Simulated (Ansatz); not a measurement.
The reference is MoS2 (space group P6_3/mmc, No. 194; a = 3.109 Å, c = 11.709 Å; layered, stacked along the Cartesian z axis).

The values are results of PBEsol-D3(BJ) (Ansatz, a quantum-chemistry and plane-wave program; PAW; 420 eV plane waves; spin-orbit coupling left out), not measurements.

Before the change:

| Property | Value |
|---|---|
| Smallest direct gap | 1.79 eV |
| Valence-band top at Γ | 0.00, -0.96, -1.60 eV |

It is then changed as follows: a negative pressure, −1 GPa.

**Question.** What happens to the smallest direct gap?

**Answer.** The smallest direct gap falls by 0.02 eV (1.79 eV → 1.77 eV).

**Question.** What happens to the valence-band top at Γ?

**Answer.** The valence-band top at Γ (three highest levels, from the VBM) changes from 0.00, -0.96, -1.60 eV to 0.00, -1.02, -1.52 eV.

Load acts through the strain it causes; cell and atoms are relaxed under it. Gaps are read on the SCF mesh and a high-symmetry path. Whether these cells are dynamically stable was not tested.
